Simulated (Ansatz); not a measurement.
**Evanescent states of BAs (F-43m, zinc blende, 2 atoms a cell, 14.0 Å³ an atom, -3 GPa at this level) along the normal of (111)**

Calculation: r2SCAN (plane waves, PAW; Ansatz, an electronic-structure program).

The gap is the functional's own, uncorrected, and κ follows it; spin-orbit coupling is left out. Mid-gap means the computed energy nearest the middle.

Energies count from the valence-band top; κ is the least over a 12×12 mesh across the current.

| E (eV) | κ (1/Å) | where |
|---|---|---|
| 0.04 | 0.032 | Γ |
| 0.12 | 0.055 | Γ |
| 0.20 | 0.070 | Γ |
| 0.28 | 0.082 | Γ |
| 0.36 | (withheld) | Γ |
| 0.44 | (withheld) | Γ |
| 0.52 | (withheld) | Γ |
| 0.60 | (withheld) | Γ |
| 0.68 | (withheld) | Γ |
| 0.76 | (withheld) | Γ |
| 0.84 | (withheld) | Γ |
| 0.92 | (withheld) | Γ |
| 1.00 | (withheld) | Γ |
| 1.08 | (withheld) | Γ |
| 1.16 | 0.128 | off Γ |
| 1.24 | 0.107 | off Γ |
| 1.32 | 0.079 | off Γ |
| 1.40 | 0.022 | off Γ |

Q: Some entries are withheld; supply them.

A: 
- 0.36, κ (1/Å): 0.092
- 0.44, κ (1/Å): 0.101
- 0.52, κ (1/Å): 0.108
- 0.60, κ (1/Å): 0.115
- 0.68, κ (1/Å): 0.121
- 0.76, κ (1/Å): 0.126
- 0.84, κ (1/Å): 0.131
- 0.92, κ (1/Å): 0.136
- 1.00, κ (1/Å): 0.140
- 1.08, κ (1/Å): 0.143
